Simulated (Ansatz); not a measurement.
InBiN2 (model structure, started from the ScAlN2 type, P3m1, No. 156, 4 atoms in the cell) was calculated with r²SCAN (PAW; Ansatz, a program for electronic structure).

Settings: plane-wave cutoff 560 eV, 18×18×10 k mesh (along the axes of the cell as run), Fermi–Dirac smearing 0.05 eV, scalar-relativistic PAW data made under PBE.

Cell (relaxed at this level):

```yaml
crystal:
  lattice:
    - [3.60671, 0.00000, 0.00000]
    - [-1.80335, 3.12350, 0.00000]
    - [0.00000, 0.00000, 6.44221]
  atoms:
    - { symbol: Bi, position: [0.33333, 0.66667, 0.00255] }
    - { symbol: N, position: [0.33333, 0.66667, 0.41466] }
    - { symbol: In, position: [0.66667, 0.33333, 0.50423] }
    - { symbol: N, position: [0.66667, 0.33333, 0.84856] }
```

**Question.** What does this level give for the bulk modulus B0?

**Answer.** 
- bulk modulus B0 = 97.6 GPa

The run finds no gap.

Note: the bulk modulus is −V dP/dV from two relaxed cells at ±2 % in volume; the relaxation could raise the start's symmetry but not lower it, so the cell can be a saddle point.

Spin–orbit coupling is not included; it can open a gap where bands touch, and shift volumes and moduli.

The computed numbers hold no vibrational or temperature effects.

Computing time: around 23 core-minutes (rough).

A model structure was made by putting elements into a prototype or built by hand; it is no filed structure, need not be a known phase, and can be a saddle point held by its symmetry.
